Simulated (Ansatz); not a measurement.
Consider a periodic stack without vacuum, fcc Al (0 0 1) on zinc-blende ZnSe (0 0 1) (film strained to the substrate, faces as cut): substrate slab Se6Zn5, film Al12, surface cells [[1, 0], [1, 1]] and [[0, -1], [2, 1]], film strained by +0.3 and +0.3 %, faces Se/Se and Al/Al as cut (like faces can put a slab off its formula). Its start:

```
CELL_PARAMETERS angstrom
      4.05491     0.00000    -0.00459
      0.00000     4.05491    -0.00709
     -1.38462     0.62504    28.74535
ATOMIC_POSITIONS crystal
  Se 0.03897 0.47644 0.13593
  Se 0.42971 0.99685 0.03752
  Se 0.11051 0.44481 0.33743
  Se 0.57688 0.96030 0.23649
  Se 0.16933 0.46023 0.53782
  Se 0.63976 0.93211 0.43843
  Zn 0.05883 0.96842 0.18680
  Zn 0.52471 0.47833 0.08672
  Zn 0.12339 0.93821 0.38690
  Zn 0.59378 0.45294 0.28682
  Zn 0.64977 0.42327 0.48745
  Al 0.98815 0.69450 0.68037
  Al 0.48378 0.22320 0.68020
  Al 0.45883 0.73021 0.61205
  Al 0.96628 0.19848 0.61290
  Al 0.02546 0.69001 0.82107
  Al 0.53192 0.20060 0.82107
  Al 0.50314 0.71451 0.75133
  Al 0.00486 0.19906 0.75121
  Al 0.07949 0.66838 0.95942
  Al 0.60204 0.17252 0.96002
  Al 0.55972 0.69371 0.89177
  Al 0.07787 0.18433 0.89175
```

The start was prepared with a machine-learned potential, and the result is one local minimum, with the in-plane cell held and forces under 0.04 eV/Å; the film can end far from its bulk form.

Method: PBE (plane waves to 420 eV, PAW; Ansatz, a program for electronic structure). Spin–orbit coupling is left out; the runs are not spin-polarised; PBE gaps are too small against experiment. Its k-point mesh 8×8×1, Fermi–Dirac width 0.05 eV.

Task: Predict the relaxed interface.

Result: The interface area is 16.4 Å². The period comes out as 28.78 Å and the gaps between the outermost planes at the two interfaces comes out as 2.14 and 2.14 Å. The Al–Se contacts across the interfaces within 1.22 times the sum of covalent radii is 4, mean 2.61 Å and the estimate of the barrier is withheld, since the Fermi level falls at or inside a band of the host, which a slab this thin can't settle.
